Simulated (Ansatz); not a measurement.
# CsSnI3: energy against strain

CsSnI3 (cubic perovskite, Pm-3m, 46.081 Å³/atom and stress up to 0.01 GPa in the relaxed cell) under an equal strain ε in the (111) plane with the normal axis free, as in a coherent film. PBEsol in Ansatz, a plane-wave DFT program (PAW, default set), 420 eV, 8×8×8 Γ-centred mesh, Fermi-Dirac smearing 0.05 eV; ions are relaxed, or left where forces stay under 0.02 eV/Å, within the symmetry of each cell.

Here s stands for strain and y for E less E0.

| strain (%) | E less E0 (meV/atom) |
|---|---|
| -1.00 | 0.59 |
| -0.50 | 0.15 |
| 0.00 | 0.00 |
| 0.50 | 0.14 |
| 1.00 | 0.56 |
| 2.50 | ? |

Using a parabola, estimate the missing y at s = 2.50 from the other rows, showing the fit.

Least squares gives y = 0.001 - 0.0140·s + 0.5743·s². Residuals (row less fit): 0.001, -0.002, -0.001, 0.002, -0.001; standard error 0.002 (degrees of freedom: 2). The quadratic coefficient over the volume, 0.5743 meV × 10⁴ × 0.1602 / 46.081 Å³, is the biaxial elastic modulus of this plane = 19.97 ± 0.09 GPa (± standard error of the fit, which holds the terms cut off). At the withheld row, y = 0.001 - 0.0140 × 2.5 + 0.5743 × 2.5² = 3.555 meV/atom. The calculation gives 3.44 meV/atom, 0.115 meV/atom below the prediction (3.3 % of the range of y in the table). The row lies outside the fitted rows, so this is an extrapolation. The scatter of the fitted rows lies at the last printed digit.

A polynomial of degree 3 through the 10 other runs of the series gives 3.43 there, so most of the miss is curvature that the fit leaves out. The primitive cell can neither tilt nor turn polar against its symmetry, as such crystals can under strain. Spin-orbit coupling is left out, which can shift these values for the heavy elements here. CsSnI3 is here the ideal cubic form; the compound distorts at low or room temperature. Rows are the converged runs of the series near zero and its far end; series whose fitted rows scatter by over a few per cent of the range, as at a crossing or softening among them, aren't shown in this form, nor equations of state whose B0' disagrees with the runs' pressures. Most that stay on the fit to the last digits aren't either.
